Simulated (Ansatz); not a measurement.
Given:

```
CELL_PARAMETERS angstrom
      0.00000     3.18510     3.21313
      3.18510     0.00000     3.21313
      3.18510     3.18510     0.00000
ATOMIC_POSITIONS crystal
  Te 0.00000 0.00000 0.00000
  Sn 0.50000 0.50000 0.50000
```

No spin polarisation.

Method: plane-wave PAW DFT at the r2SCAN level (Ansatz, a first-principles code, 500 eV), no SOC. k-mesh 9×9×9 (Γ-centred); smearing 0.05 eV (Fermi–Dirac).

Task: Predict the gap character, stress and band gap.

Result: 
- Gap character: direct at N
- Stress (xx, yy, zz, yz, xz, xy; compression positive): (-0.03, -0.03, -1.05, 0.00, 0.00, 0.00) GPa
- Band gap: 0.15 eV

With Te present, leaving out spin-orbit coupling can change the band edges. The cells carry an imposed strain or load. Whether these cells are dynamically stable was not tested. The cell was made from SnTe in the rock salt structure (space group Fm-3m, No. 225) by this change: uniaxial strain ε_zz = +0.88 %. A zero or small gap of SnTe can be the functional's error rather than a property of the material.
